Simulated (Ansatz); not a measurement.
Structure of amorphous In9Ga9Zn9O38Ge (periodic cell):

```xyz
66
Lattice="9.3680 -0.0382 0.0117 -0.0382 9.5007 -0.0149 0.0117 -0.0149 9.4103" Properties=species:S:1:pos:R:3 pbc="T T T"
In     3.6487     3.6522     7.2490
In     1.1453     8.6390     2.6443
In     6.4680     2.6482     0.0568
In     0.3739     7.5329     8.4530
In     9.1621     0.0585     5.6622
In     5.9380     1.5780     3.2725
In     4.1306     4.6742     4.1320
In     5.7302     0.6462     6.6233
In     1.2348     5.5749     2.5243
Ga     2.8846     1.1796     4.4095
Ga     0.7247     1.4331     9.2155
Ga     1.0793     3.4529     5.2931
Ga     0.0580     3.9209     7.9077
Ga     3.0900     3.4132     1.0805
Ga     7.8319     5.8918     0.6063
Ga     6.8656     4.5494     2.6942
Ga     6.8410     7.8570     3.7928
Ga     0.0413     2.3121     2.5252
Zn     1.9659     7.0372     5.5757
Zn     7.6560     9.3199     1.1558
Zn     6.9006     3.3395     5.9126
Zn     8.6866     5.8430     5.6177
Zn     5.6688     8.4368     9.0337
Zn     4.1261     7.1250     2.4712
Zn     3.5128     6.5418     8.9481
Zn     2.5516     9.2584     7.3076
Zn     3.7029     0.5278     0.9013
O      2.4906     7.2273     3.6454
O      9.2996     7.4933     6.3358
O      1.0438     5.2382     4.6637
O      8.6718     8.3837     3.8243
O      5.8092     6.3278     3.2447
O      1.1484     7.2037     1.1065
O      4.2959     0.1372     7.9633
O      7.5875     2.6429     2.3240
O      6.0377     8.0576     5.5645
O      6.2842     9.1478     2.5570
O      0.6582     0.1291     7.9257
O      5.4044     6.7336     8.1099
O      1.9067     9.4630     5.4577
O      7.7474     7.6593     0.1188
O      8.7005     2.6162     9.0019
O      0.5568     1.9501     4.2789
O      1.2486     3.5413     1.8407
O      9.0927     5.4696     8.6971
O      5.9418     3.6159     4.0609
O      2.3220     7.2471     7.5508
O      3.3901     4.9854     2.2679
O      8.4002     5.5932     2.4245
O      3.3641     4.5968     9.0561
O      6.4404     4.6548     0.8108
O      8.7483     3.8413     6.1772
O      3.0015     3.0589     4.9813
O      7.4134     1.2549     5.6001
O      4.7448     2.2731     1.4596
O      2.6492     0.6284     2.6650
O      4.6819     0.9396     4.7906
O      6.7487     0.6102     9.0212
O      4.0753     8.0619     0.8129
O      1.6138     3.2436     7.1434
O      6.8252     5.4221     5.8815
O      5.5963     2.8582     7.3794
O      0.0835     0.7015     1.4778
O      4.0480     5.6059     5.9849
O      2.4983     1.8762     0.0279
Ge     5.5890     6.5287     6.3955
```

Method: PBE, scalar-relativistic without spin-orbit coupling (plane waves to 420 eV, PAW; Ansatz, a program for electronic structure).

It comes from a melt-quench run on a machine-learned potential (CHGNet), relaxed afterwards by DFT. O atoms were pushed apart under 1.9 Å during the dynamics, to hinder bonds among them. The hot cell started wider than the set density and was brought back towards it in steps. It is the lowest in DFT energy of 2 quenches. It is a model cell: composition and starting density were chosen by hand, and all elements were melted together. No dispersion term was used. Its density started from a set value of 5.81 and ended at 5.81 g/cm³. The simulated quench (nominally 320 K/ps over its main leg) is rapid and tends to freeze in more defects than a deposited or slowly cooled glass has. Values belong to this one cell and scatter from quench to quench. The volume was held where the preparation left it and the shape relaxed, at a PBE pressure of 2.5 GPa. Stress components on the final sampling reach 2.6 GPa.

Cut-offs for bonds: In-In 3.12 Å, In-Ga 2.90 Å, In-Zn 2.90 Å, In-O 2.84 Å, In-Ge 2.88 Å, Ga-Ga 2.68 Å, Ga-Zn 2.68 Å, Ga-O 2.30 Å, Ga-Ge 2.66 Å, Zn-Zn 2.68 Å, Zn-O 2.62 Å, Zn-Ge 2.66 Å, O-O 1.58 Å, O-Ge 2.23 Å, Ge-Ge 2.81 Å. Two cations that share two anions don't count as bonded, nor two that share one unless they lie closer than In-In 3.04 Å, In-Ga 2.82 Å, In-Zn 2.82 Å, In-Ge 2.80 Å, Ga-Ga 2.61 Å, Ga-Zn 2.61 Å, Ga-Ge 2.59 Å, Zn-Zn 2.61 Å, Zn-Ge 2.59 Å, Ge-Ge 2.57 Å.

Give the coordination numbers, mean bond lengths and angles.


* **Mean coordination of In by anions**: 5.67 (3 with 5, 6 with 6)
* **Mean coordination of Ga by anions**: 4.33 (6 with 4, 3 with 5)
* **Mean coordination of Zn by anions**: 4.56 (5 with 4, 3 with 5, 1 with 6)
* **Mean coordination of O**: 3.55 (17 with 3, 21 with 4)
* **Mean coordination of Ge by anions**: 4.00 (1 with 4)
* **Mean In-O bond**: 2.223 Å (spread 0.154 Å, 51 counted)
* **Mean Zn-O bond**: 2.070 Å (spread 0.150 Å, 41 counted)
* **Mean Ga-O bond**: 1.910 Å (spread 0.071 Å, 39 counted)
* **Mean O-Ge bond**: 1.778 Å (spread 0.045 Å, 4 counted)
* **Bond angle at In**: mean 104.9°, spread 30.1°
* **Bond angle at Ga**: mean 108.2°, spread 19.5°
* **Bond angle at Zn**: mean 106.4°, spread 23.6°
* **Bond angle at O**: mean 110.9°, spread 16.7°
* **Bond angle at Ge**: mean 109.5°, spread 8.0°

List the pairs of like atoms that count as bonded by the rules above.

There are none by these rules.
